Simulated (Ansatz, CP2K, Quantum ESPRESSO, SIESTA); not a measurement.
## Hf3Pt (P1, 8 atoms in the cell) computed with different codes at matched settings

Self-consistent single point, at a second geometry (atoms moved at random). First geometry:

```
Hf3Pt
1.0
    5.98855     0.00000     0.00000
   -2.99428     5.18624     0.00000
    0.00000     0.00000     5.13953
Hf Pt
6 2
Direct
  0.34345   0.17172   0.75000
  0.65655   0.82827   0.25000
  0.17172   0.34345   0.25000
  0.82827   0.65655   0.75000
  0.82827   0.17172   0.75000
  0.17172   0.82827   0.25000
  0.66667   0.33333   0.25000
  0.33333   0.66667   0.75000
```

Second geometry:
```
CELL_PARAMETERS angstrom
      5.98855     0.00000     0.00000
     -2.99428     5.18624     0.00000
      0.00000     0.00000     5.13953
ATOMIC_POSITIONS crystal
  Hf 0.33116 0.17657 0.75230
  Hf 0.64272 0.82627 0.26120
  Hf 0.17461 0.34400 0.24582
  Hf 0.83845 0.66007 0.76064
  Hf 0.82301 0.16673 0.75829
  Hf 0.17223 0.83190 0.23788
  Pt 0.67396 0.32866 0.24166
  Pt 0.34386 0.66580 0.74222
```

Shared settings, as Ansatz (a quantum-chemistry and plane-wave program) writes them: kpoints.mp_grid.grid = 4 4 4; scf.occupations.method = gaussian; scf.occupations.width = 0.1 eV. Potentials and cutoffs stand in the table.

```
code                                                                                                                                      model  ΔF from the first geometry (meV/atom)  pressure (GPa)  largest force (eV/Å)       cutoff
----------------  -----------------------------------------------------------------------------------------------------------------------------  -------------------------------------  --------------  --------------------  -----------
CP2K                                                                 PBEsol, GPW, DZVP-MOLOPT-SR-GTH basis, GTH-PBE potentials (GTH_POTENTIALS)                                   14.4           -4.54                 0.964  grid 500 Ry
Quantum ESPRESSO                                                                           PBEsol, GBRV 1.5 ultrasoft (PBESOL) pseudopotentials                                   14.5           -5.64                 0.831        40 Ry
SIESTA            GGA PBEsol, numerical atomic orbitals TZP, PseudoDojo PBEsol standard norm-conserving potentials (rewritten from UPF to PSML)                                   14.1           -7.85                 0.793  grid 300 Ry
Ansatz                                                                                                          PBEsol, PAW files made with PBE                                   14.4           -4.88                 0.810      default
```

Size of the force on each atom (eV/Å): Sizes of forces hide their directions.

| code | Hf1 | Hf2 | Hf3 | Hf4 | Hf5 | Hf6 | Pt7 | Pt8 |
|---|---|---|---|---|---|---|---|---|
| CP2K | 0.964 | 0.579 | 0.364 | 0.729 | 0.687 | 0.625 | 0.232 | 0.202 |
| Quantum ESPRESSO | 0.831 | 0.765 | 0.443 | 0.604 | 0.530 | 0.665 | 0.232 | 0.216 |
| SIESTA | 0.793 | 0.764 | 0.441 | 0.589 | 0.533 | 0.663 | 0.232 | 0.218 |
| Ansatz | 0.810 | 0.777 | 0.449 | 0.589 | 0.514 | 0.669 | 0.238 | 0.217 |

On Ansatz's run: spin-orbit coupling is off. Spin polarisation is off.

The spread over the programs that give each value: ΔF from the first geometry within 0.4 meV/atom; pressure within 3.31 GPa; largest force within 0.171 eV/Å.

CP2K and SIESTA use small atom-centred bases, whose incompleteness enters pressures, forces and empty levels differently from a plane-wave cutoff. Ansatz's pressure is given at a fixed set of plane waves, as the other plane-wave codes print theirs; with its correction for the finite basis it is -4.82 GPa. In the pressure, SIESTA (by 2.60) lies more than 1 GPa from the median of the plane-wave programs. In the force vectors, CP2K (by 0.204) lies more than 0.08 eV/Å from the median of the plane-wave programs.

The starting cell comes from a database of computed structures (which also holds hypothetical and non-ambient phases and stackings), without a prior relaxation at this level. For this run, on top of that: atoms moved at random.

Keys are those of Ansatz 0.2.
